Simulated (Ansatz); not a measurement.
The parent structure is Rh in the fcc (Cu type) structure (space group Fm-3m, No. 225; relaxed with 0.1 eV smearing).

```
Rh
1.0
    0.00000     1.89079     1.89079
    1.89079     0.00000     1.89079
    1.89079     1.89079     0.00000
Rh
1
Cartesian
  0.00000   0.00000   0.00000
```

Cartesian axes are those of the cell as printed.

All numbers come from PBEsol/PAW in Ansatz (a program for electronic structure), no spin-orbit coupling.

Modification: uniaxial strain ε_zz = +2.00 %, all other strain components held at zero; the atoms relax in the strained cell.

Q: Predict the stress tensor and what it implies for the stiffness.

A: Stress of the strained cell less that of the base (GPa, compression positive):
```
   -3.8     0.0     0.0
    0.0    -3.8     0.0
    0.0     0.0    -8.7
```

Then −Δσ_ii/ε with ε = 0.0200 gives secant stiffness values (nonlinear terms included at this strain): C33 ≈ 436 GPa, C13 ≈ 191 GPa and C23 ≈ 191 GPa.

As a check, the harmonic strain energy −½ V₀ Δσ:ε is 7.4 meV/atom; the computed energy rise is 7.5 meV/atom.

Whether these cells are dynamically stable was not tested. The final runs are not spin-polarised. Rh lies near a magnetic instability that expansion can trigger; it was not tested.
